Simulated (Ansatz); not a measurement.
Results of PBEsol (PAW; Ansatz, a first-principles code) for NbAs (I4₁md, No. 109, 4 atoms in the cell; start mp-2059).

Settings: plane-wave cutoff 520 eV, 22×22×22 k mesh, Fermi–Dirac smearing 0.05 eV, no spin polarisation, scalar-relativistic PAW data made under PBE.

Cell (relaxed at this level):

NbAs has the tetragonal space group I4₁md (No. 109), Pearson symbol tI8. Lattice parameters: a = b = 3.4392 Å, c = 11.5912 Å, α = β = γ = 90.00°. Nb on 4a sees 6 As at 2.602–2.609 Å and 4 Nb at 3.370 Å. As on 4a is coordinated by 6 Nb at 2.602–2.609 Å (trigonal prismatic). (Neighbours: up to the widest gap in distance over summed covalent radii, below 1.35, at either atom; cation-cation and far metal-metal contacts left out.)
(The calculation used a cell of 4 atoms; values per cell refer to that cell.)

**Question.** What does this level give for the bulk modulus?

**Answer.** 
* **bulk modulus**: 175 GPa

Note: the run has no spin polarisation, so it can have missed a magnetic state; the bulk modulus is −V dP/dV from two relaxed cells at ±2 % in volume; the relaxation could not lower the start's symmetry, so the cell can be a saddle point above a distorted one.

A start named mp-… is a Materials Project structure, which need not be a measured phase.
